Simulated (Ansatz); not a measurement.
The starting structures come from a database of crystals and need not be the phases stable at ambient conditions.

 Where the default PAW files enter, the runs use the earlier of Ansatz's two default sets.

```
CELL_PARAMETERS angstrom
      3.44382     0.00000     0.00000
     -1.72191     2.98244     0.00000
      1.72191    -0.99415     2.81187
ATOMIC_POSITIONS crystal
  Be 0.00000 0.00000 0.00000
  S  0.75000 0.25000 0.75000
```

Space group of this cell: F-43m, zinc blende. The cell is taken as given.

All values below come from r2SCAN (plane waves, PAW; Ansatz, a first-principles code).

The current runs along the normal of the first two printed vectors; no spin-orbit coupling. Scaled by the factor s: all lengths (ions clamped). The meshes follow the cell: 12×12×12 and 12×12 across at s = 0.98, 10×10×10 and 12×12 across at s = 1.00, 10×10×10 and 12×12 across at s = 1.02.

```
s     mean pressure (GPa)  band gap (eV)
----  -------------------  -------------
0.98                  6.5              ?
1.00                 -0.1           3.59
1.02                 -5.3           3.71
```

### Question
Take the slope of the band gap against ln s from the two given rows, extrapolate to s = 0.98, and say what the run there gives.

### Answer
Slope = (3.71 − 3.59) / ln 1.02 = 6.06 eV. The line gives 3.59 + (6.06) × ln 0.98 = 3.47 eV. The run gives 3.45 eV, 0.02 eV under the line, 14 % of the predicted step.
